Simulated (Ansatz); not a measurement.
## Response to strain in YN

Base system: YN in the rock salt structure (space group Fm-3m, No. 225).

```
CELL_PARAMETERS angstrom
      0.00000     2.45292     2.45292
      2.45292     0.00000     2.45292
      2.45292     2.45292     0.00000
ATOMIC_POSITIONS crystal
  Y  0.00000 0.00000 0.00000
  N  0.50000 0.50000 0.50000
```

Strains are applied to the cell and any free atomic positions relax.

The values are results of PBE (Ansatz, an electronic-structure program), no spin-orbit coupling, not measurements.

Candidates:
(a) isotropic strain −2.50 %
(b) isotropic strain −2.00 %
(c) isotropic strain +1.50 %
(d) isotropic strain +2.00 %
(e) isotropic strain −0.50 %

Notes on the quantities. energy relative to the base: free energy F.

Task: Order them by energy relative to the base, highest first.

Result: (a) isotropic strain −2.50 % (+45 meV/atom), (b) isotropic strain −2.00 % (+28 meV/atom), (d) isotropic strain +2.00 % (+25 meV/atom), (c) isotropic strain +1.50 % (+14 meV/atom), (e) isotropic strain −0.50 % (+1.7 meV/atom)

No phonon test of stability was made.
